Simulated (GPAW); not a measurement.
Worked example: self-consistent single point of GaN (F-43m, 2 atoms in the cell) in GPAW.

Computed with LDA (Perdew-Wang 92), GPAW PAW datasets LDA (gpaw-data 1.0.1) (plane waves; GPAW).

```xyz
2
Lattice="0.0000 2.3020 2.3020 2.3020 0.0000 2.3020 2.3020 2.3020 0.0000" Properties=species:S:1:pos:R:3 pbc="T T T"
Ga     0.0000     0.0000     0.0000
N      3.4529     3.4529     3.4529
```

Reference input (self-consistent single point, DFT PBE, plane waves, GPAW PAW datasets PBE (gpaw-data 1.0.1)): mode = pw; ecut = 950 eV; xc = PBE; kpts = 6 6 6; mesh shift (steps) = 0 0 0; occupations.name = fermi-dirac; occupations.width = 0 eV; nbands = -8; convergence.density = 1e-05 e/electron; convergence.bands = -6; symmetry.symmorphic = false; symmetry.tolerance = 0.0005. This run's input differs from it in these lines:

```diff
@@ -13,3 +13,3 @@
 calc = GPAW(mode={'name': 'pw', 'ecut': 950},
-            xc='PBE',
+            xc='LDA',
             kpts={'size': (6, 6, 6), 'gamma': True},
```

Its files differ too (potentials: GPAW PAW datasets LDA (gpaw-data 1.0.1)).

Output, abridged:

```
     iter     time        total  log10-change:
                         energy   eigst   dens
iter:   1 --:--:--   -15.530791   +0.47
iter:   2 --:--:--   -15.065245   -1.46  -0.57
iter:   3 --:--:--   -13.892604   -0.89  -0.63
iter:   4 --:--:--   -13.858860   -2.16  -1.05
iter:   5 --:--:--   -13.839010   -2.40  -1.24
iter:   6 --:--:--   -13.839023   -4.16  -2.30
iter:   7 --:--:--   -13.838389c  -4.20  -2.28
iter:   8 --:--:--   -13.838287c  -5.32  -2.42
iter:   9 --:--:--   -13.838323c  -6.17  -2.71
iter:  10 --:--:--   -13.838324c  -7.79c -2.67
iter:  11 --:--:--   -13.838168c  -4.58  -2.67
   [... lines left out ...]
iter:  14 --:--:--   -13.838162c  -6.18  -3.35
iter:  15 --:--:--   -13.838162c  -6.56  -3.61
iter:  16 --:--:--   -13.838161c  -6.93  -3.57
iter:  17 --:--:--   -13.838161c  -7.79c -3.75
iter:  18 --:--:--   -13.838161c  -9.45c -3.83
iter:  19 --:--:--   -13.838161c  -7.65c -3.86
iter:  20 --:--:--   -13.838161c  -9.25c -4.48
iter:  21 --:--:--   -13.838161c  -9.48c -4.56
iter:  22 --:--:--   -13.838161c -10.51c -4.67
iter:  23 --:--:--   -13.838161c  -9.53c -4.72
iter:  24 --:--:--   -13.838161c -10.12c -4.91
iter:  25 --:--:--   -13.838161c  -9.92c -4.93
iter:  26 --:--:--   -13.838161c -10.92c -5.09c
Converged after 26 iterations.

Dipole moment: (1.147828, 1.147828, 1.147828) |e|*Ang

Energy contributions relative to reference atoms: (reference = -54278.930546)

Kinetic:        +23.301697
Potential:      -21.190475
External:        +0.000000
XC:             -16.116861
Entropy (-ST):   +0.000000
Local:           +0.167479
SIC:             +0.000000
--------------------------
Free energy:    -13.838161
Extrapolated:   -13.838161

Showing only first 2 kpts
 Kpt  Band  Eigenvalues  Occupancy
  0     2      5.28961    2.00000
  0     3      5.28962    2.00000
  0     4      6.72835    0.00000
  0     5     15.09066    0.00000

  1     2      4.54983    2.00000
  1     3      4.54983    2.00000
  1     4      8.88646    0.00000
  1     5     13.25559    0.00000

Fermi level: 6.00898

Gap: 1.439 eV
Transition (v -> c):
  (s=0, k=0, n=3, [0.00, 0.00, 0.00]) -> (s=0, k=0, n=4, [0.00, 0.00, 0.00])
No difference between direct/indirect transitions
Energy (eV): -13.838161

Forces in eV/Ang:
  0 Ga    0.00000   -0.00000   -0.00000
  1 N    -0.00000   -0.00000   -0.00000

Stress tensor:
     0.067391    -0.000000    -0.000000
    -0.000000     0.067391     0.000000
    -0.000000     0.000000     0.067391
Stress (GPa, Voigt): [10.7972 10.7972 10.7972  0.     -0.     -0.    ]
```

The run converged in 26 iterations. GPAW prints stress with tension positive. Against the reference run the gap on the mesh goes from 1.409 to 1.439 eV.

At such cutoffs GPAW's stress carries a finite-basis (Pulay) error, which enters relaxed cells too; its log prints stress with tension positive.

The starting cell comes from a database of computed structures (which also holds hypothetical and non-ambient phases and stackings), without a prior relaxation at this level. Its lattice was rescaled by a random factor within 2.5 % of one.
